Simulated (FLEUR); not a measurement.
Worked example: self-consistent single point of PdRh (R-3m, 2 atoms in the cell) in FLEUR.

Level of theory: LDA (Perdew-Zunger), all-electron FLAPW (FLEUR), scalar-relativistic valence.

```yaml
crystal:
  lattice:
    - [1.35660, 0.78323, 4.42152]
    - [-1.35660, 0.78323, 4.42152]
    - [0.00000, -1.56646, 4.42152]
  atoms:
    - { symbol: Pd, position: [0.00000, 0.00000, 0.00000] }
    - { symbol: Rh, position: [0.50000, 0.50000, 0.50000] }
```

Reference input (self-consistent single point, DFT, PBEsol, all-electron FLAPW (FLEUR), scalar-relativistic valence): Kmax = 4 1/bohr; GmaxXC = 20 1/bohr; xcFunctional = PBEs; jspins = 1; l_soc = F; mode = gauss; fermiSmearingEnergy = 0.00183747 Htr; mesh (inpgen div1-3) = 14 14 14; inpgen gamma flag = true; Gmax = 20 1/bohr; numbands = 0; maxIterBroyd = 15. This run's input differs from it in these lines:

```diff
@@ -14,3 +14,3 @@
 &comp jspins=1 /
-&exco xctyp='PBEs' /
+&exco xctyp='pz' /
 &kpt div1=14 div2=14 div3=14 gamma=t /
@@ -27,3 +27,3 @@
       <coreElectrons ctail="T" frcor="F" kcrel="0" coretail_lmax="0"/>
-      <xcFunctional name="PBEs" relativisticCorrections="F"/>
+      <xcFunctional name="pz" relativisticCorrections="F"/>
       <magnetism jspins="1"/>
```

The program printed (abridged):

```
 Iteration:     1   Distance:      17.01360125 me/bohr^3
 Iteration:     2   Distance:      14.80439735 me/bohr^3
 Iteration:     3   Distance:       5.43119963 me/bohr^3
 Iteration:     4   Distance:       4.16926260 me/bohr^3
 Iteration:     5   Distance:       3.77817326 me/bohr^3
   [... 10 lines left out ...]
 Iteration:    16   Distance:       0.00009824 me/bohr^3
 Iteration:    17   Distance:       0.00003315 me/bohr^3
 Iteration:    18   Distance:       0.00002705 me/bohr^3
 Iteration:    19   Distance:       0.00000675 me/bohr^3
 Run finished successfully
 Stop message:
   Structural relaxation: Done

[file out, last iteration]
             iter=     20
[...]
          total density-effective poten   -1.6098837475E+04
          total charge density-energy d   -2.7376443909E+02
 Updated energy parameters for spin:           1
[...]
 fermi energy and band-weighting factors:
    1.243862    1.267001    1.267001

[...]
FERMIE:
          first approx. to ef    (T=0)  :   0.481371 htr   (energy of the highest occ. eigenvalue)
          number of occ. states  (T=0)  :       5065
          first approx. to seigv (T=0)  : -18.485481 htr
          sum of weights of occ. states :  17.500000
          sum of semicore charge        :   0.000000 e
          fermi energy=   0.48145 har   work function= -13.10087 ev
          number of valence electrons=  35.00000
   [... lines left out ...]
     k-point=  114
     k-point=  115
     k-point=  116
     k-point=  117
     k-point=  118
     k-point=  119
     k-point=  120
     k-point=  121
     k-point=  122
     k-point=  123
     k-point=  124
     k-point=  125
     k-point=  126
     k-point=  127
     k-point=  128
     k-point=  129
     k-point=  130
     k-point=  131
     k-point=  132
     k-point=  133
     k-point=  134
     k-point=  135
     k-point=  136
```

The run converged in 19 iterations. FLEUR gives forces in its relaxation mode, with a further iteration, so its stop message speaks of a relaxation. 

The starting cell comes from a database of computed structures (which also holds hypothetical and non-ambient phases and stackings), without a prior relaxation at this level. Its lattice was rescaled by a random factor within 2.5 % of one. Spin polarisation is off. Values depend on the basis (sphere radii, cutoffs, local orbitals), which need not be converged.

Cost on one core of a shared machine: roughly 3 min.
